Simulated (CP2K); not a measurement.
Input and output of a self-consistent single point for Cl (Cm, 4 atoms in the cell) (CP2K).

Computed with PBEsol, GPW, DZVP-MOLOPT-SR-GTH basis, GTH-PBE potentials (GTH_POTENTIALS) (CP2K).

The change in words: 1 x 1 x 1 supercell, one Cl atom moved by 0.02 angstrom along z. Reference geometry:
```yaml
crystal:
  lattice:
    - [3.85236, 0.00000, 0.00000]
    - [-1.23175, 3.65013, 0.00000]
    - [0.00000, 0.00000, 8.28478]
  atoms:
    - { symbol: Cl, position: [0.87700, 0.87700, 0.89700] }
    - { symbol: Cl, position: [0.62300, 0.62300, 0.39700] }
    - { symbol: Cl, position: [0.37700, 0.37700, 0.60300] }
    - { symbol: Cl, position: [0.12300, 0.12300, 0.10300] }
```

Reference input (self-consistent single point, DFT PBEsol, GPW, DZVP-MOLOPT-SR-GTH basis, GTH-PBE potentials (GTH_POTENTIALS)): CUTOFF = 400 Ry; REL_CUTOFF = 40 Ry; SMEAR/METHOD = FERMI_DIRAC; ELECTRONIC_TEMPERATURE = 116.05 K; KPOINTS/SCHEME = MONKHORST-PACK 7 7 3; XC_FUNCTIONAL = PBE:PBESOL; Cl/BASIS_SET = DZVP-MOLOPT-SR-GTH-q7; Cl/POTENTIAL = GTH-PBE-q7; METHOD = GPW; EPS_DEFAULT = 1e-10; NGRIDS = 4; SCF_GUESS = ATOMIC. This run's input differs from it in these lines:

```diff
@@ -74,3 +74,3 @@
       Cl       0.98796808     1.37609826     4.99572234
-      Cl       0.32233441     0.44896574     0.85333234
+      Cl       0.32233441     0.44896574     0.87333180
     &END COORD
```

Output (repeated stretches shortened):

```
 SCF WAVEFUNCTION OPTIMIZATION

  Step     Update method      Time    Convergence         Total energy    Change
     1 NoMix/Diag. 0.40E+00      -     0.62476305       -59.8485176706 -5.98E+01
     2 Broy./Diag. 0.40E+00      -     0.00581627       -59.9067627700 -5.82E-02
     3 Broy./Diag. 0.40E+00      -     0.01354360       -59.8271032124  7.97E-02
     4 Broy./Diag. 0.40E+00      -     0.00144277       -59.7699024525  5.72E-02
     5 Broy./Diag. 0.40E+00      -     0.00153199       -59.7351369446  3.48E-02
     6 Broy./Diag. 0.40E+00      -     0.00047980       -59.7088522100  2.63E-02
   [... 11 lines left out ...]
    18 Broy./Diag. 0.40E+00      -     0.00000051       -59.6948871982 -2.94E-06
    19 Broy./Diag. 0.40E+00      -     0.00000014       -59.6948889967 -1.80E-06
    20 Broy./Diag. 0.40E+00      -     0.00000014       -59.6948884877  5.09E-07
    21 Broy./Diag. 0.40E+00      -     0.00000001       -59.6948886665 -1.79E-07
  *** SCF run converged in    21 steps ***

  Overlap energy of the core charge distribution:               0.00000000073545
  Self energy of the core charge distribution:               -134.85507118946373
  Core Hamiltonian energy:                                     30.67060844413104
  Hartree energy:                                              55.83783496339534
  Exchange-correlation energy:                                -11.34826088527079
  Electronic entropic energy:                                  -0.00000000000000
  Fermi energy:                                                 0.00078026959495

  Total energy:                                               -59.69488866647271
  Total energy (extrapolated to T->0):                        -59.69488866647271

                     Mulliken Population Analysis

   [... lines left out ...]

 STRESS| Analytical stress tensor [bar]
 STRESS|                        x                   y                   z
 STRESS|      x       -5.98683606236E+03  -8.05254774768E+03  -1.92935569950E+03
 STRESS|      y       -8.05254774768E+03  -1.14214079321E+04  -2.68728038776E+03
 STRESS|      z       -1.92935569950E+03  -2.68728038776E+03  -2.81986868183E+04
 STRESS| 1/3 Trace                                            -1.52023102709E+04
```

The run converged in 21 iterations. Against the reference run the free energy rises by 1.3 meV/atom, the pressure goes from -1.27 to -1.52 GPa, the largest force goes from 0.233 to 0.468 eV/Å and the gap on the mesh goes from 2.199 to 2.148 eV.

The starting cell has typed, rounded lattice constants, without a prior relaxation at this level. Its lattice was rescaled by up to half a per cent. For this run, on top of that: 1 x 1 x 1 supercell, one Cl atom moved by 0.02 angstrom along z. Values carry the incompleteness of an atom-centred basis. The potentials were made for another functional than the one used.
